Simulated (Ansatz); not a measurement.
The reference is Cu in the fcc (Cu type) structure (space group Fm-3m, No. 225; a = 3.579 Å; relaxed with 0.1 eV smearing). Axes: x, y, z lie along the cube axes.

Calculations: Ansatz (an electronic-structure program), r2SCAN, PAW, cutoff 500 eV, spin-orbit coupling left out, earlier PAW set.

Now apply this change: tensor shear ε_xy = −2.05 % (engineering shear γ = -0.0410); the atoms relax in the strained cell.

### Question
What happens to the stress?

### Answer
The stress (xx, yy, zz, yz, xz, xy; compression positive) is (0.5, 0.5, -0.1, 0.0, 0.0, 3.8) GPa.

Stability against distortions was not tested. All final runs are without spin polarisation.
